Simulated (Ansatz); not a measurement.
The reference is Rh in the fcc (Cu type) structure (space group Fm-3m, No. 225; relaxed with 0.1 eV smearing).

```xyz
1
Lattice="0.0000 1.9008 1.9008 1.9008 0.0000 1.9008 1.9008 1.9008 0.0000" Properties=species:S:1:pos:R:3 pbc="T T T"
Rh     0.0000     0.0000     0.0000
```

Cartesian axes are those of the cell as printed.

Calculations: r2SCAN (Ansatz, an electronic-structure program; PAW; 500 eV plane waves; spin-orbit coupling left out), earlier PAW set.

Now apply this change: uniaxial strain ε_xx = +3.38 %, all other strain components held at zero; the atoms relax in the strained cell.

Q: What happens to the stress?

A: The stress (xx, yy, zz, yz, xz, xy; compression positive) is (-13.4, -5.9, -5.9, 0.0, 0.0, 0.0) GPa.

Q: Estimate the effect on the energy relative to the base.

A: The energy increases by 20 meV/atom.

Stability against distortions was not tested. All final runs are without spin polarisation. Rh lies near a magnetic instability that expansion can trigger; it was not tested.
